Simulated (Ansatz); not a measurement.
The starting structures come from a database of crystals and need not be the phases stable at ambient conditions.

By PBEsol, the system below comes out a metal.

A figure of merit of an interconnect metal is its ballistic conductance per area.

Consider the following.

```xyz
1
Lattice="3.0979 0.0000 0.0000 0.0000 4.3811 0.0000 1.5490 2.1906 1.5806" Properties=species:S:1:pos:R:3 pbc="T T T"
Hf     0.0000     0.0000     0.0000
```

Space group of this cell: Immm. The cell is strained (lengths across the current scaled by 0.98, ions clamped); by PBEsol its mean pressure is 0.6 GPa.

The current flows along the normal of the first two printed cell vectors. No spin-orbit coupling; the value is a mean over 0.1 eV about the Fermi level.

Q: Estimate the ballistic conductance per area that PBEsol in Ansatz (a program for electronic structure) returns for this system.

A: 1.3 × 10¹⁵ S/m² for both spins.
